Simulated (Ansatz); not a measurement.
We consider Bi2SiO5 (Cmc2₁, No. 36, 16 atoms in the cell; start mp-28144), described by PBE0 (Ansatz, a first-principles code, plane waves, PAW).

Run with plane-wave cutoff 460 eV, 4×4×4 k mesh, Fermi–Dirac smearing 0.01 eV, scalar-relativistic PAW data made under PBE.

Cell (relaxed with PBEsol):

```cif
data_Bi8O20Si4
_chemical_formula_sum 'Si4 Bi8 O20'
_space_group_name_H-M_alt 'Cmc21'
_space_group_IT_number 36
_space_group_name_Hall 'C 2c -2'
_cell_length_a 15.17092
_cell_length_b 5.48079
_cell_length_c 5.32693
_cell_angle_alpha 90.000
_cell_angle_beta 90.000
_cell_angle_gamma 90.000
loop_
_space_group_symop_operation_xyz
  'x, y, z'
  '-x, -y, z+1/2'
  '-x, y, z'
  'x, -y, z+1/2'
  'x+1/2, y+1/2, z'
  '-x+1/2, -y+1/2, z+1/2'
  '-x+1/2, y+1/2, z'
  'x+1/2, -y+1/2, z+1/2'
loop_
_atom_site_label
_atom_site_type_symbol
_atom_site_symmetry_multiplicity
_atom_site_Wyckoff_symbol
_atom_site_fract_x
_atom_site_fract_y
_atom_site_fract_z
_atom_site_occupancy
Si1 Si 4 a 0.00000 0.32110 0.30037 1
Bi1 Bi 8 b 0.33460 0.27906 0.24487 1
O1 O 8 b 0.25050 0.00915 0.01520 1
O2 O 8 b 0.09191 0.17386 0.32461 1
O3 O 4 a 0.00000 0.46926 0.02827 1
```
(The calculation used a cell of 16 atoms; values per cell refer to that cell.)

Q: What does this level give for the band gap?

A: 
- band gap: 4.71 eV (on the SCF k mesh)

Note: cell and atoms aren't relaxed at this level (largest force component 0.46 eV/Å, pressure -1.3 GPa).

Spin–orbit coupling is not included; with these elements it can move the gap by several tenths of an eV or more.

Computed values are for the static lattice.

It cost very roughly 21 core-minutes of CPU time.

A start named mp-… is a Materials Project structure, which need not be a measured phase.
